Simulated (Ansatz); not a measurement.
C under load (space group R-3m), r2SCAN, rigid bands (Ansatz, a quantum-chemistry and plane-wave program). Condition of this run: biaxial stress in (111) of 11 GPa (compression positive) (the target of the relaxation). Band gap 4.40 eV, N_c = 5.51e19 cm⁻³ and N_v = 2.59e19 cm⁻³ at 300 K, conductivity masses of 0.386 mₑ (electrons) and 0.454 mₑ (holes). Take k_BT = 0.02585 eV.

A film of it is 5 nm thick. Estimate the confinement energies in an infinite well.

ħ²π²/(2m t²) = 0.376 eV·nm²/(m/mₑ × t²) gives 39.0 meV for electrons and 33.1 meV for holes, so the gap would widen to about 4.47 eV. Finite barriers and nonparabolic bands lower this, and with several valleys or bands the heaviest mass along the normal sets the lowest level, not this average.

Find the intrinsic carrier density and the intrinsic Fermi level.

n_i = √(N_c N_v) exp(−E_g/2k_BT) = 3.78e19 × exp(−85.10) = 4.2e-18 cm⁻³. The level lies (k_BT/2) ln(N_v/N_c) = -10 meV from mid-gap (positive towards the conduction band). Each 0.1 eV added to the gap lowers n_i by a factor of 6.9.

What built-in voltage has an abrupt junction with N_A = 1e17 and N_D = 1e17 cm⁻³, all dopants ionised?

V_bi = E_g/e − (k_BT/e) ln(N_c N_v/(N_A N_D)) = 4.40 − 0.02585 × 11.87 = 4.09 V, for the computed gap.

Rigid bands with the computed gap; masses take one relaxation time for all states. Spin-orbit coupling is left out. Geometry: cell and atoms relaxed with PBEsol.
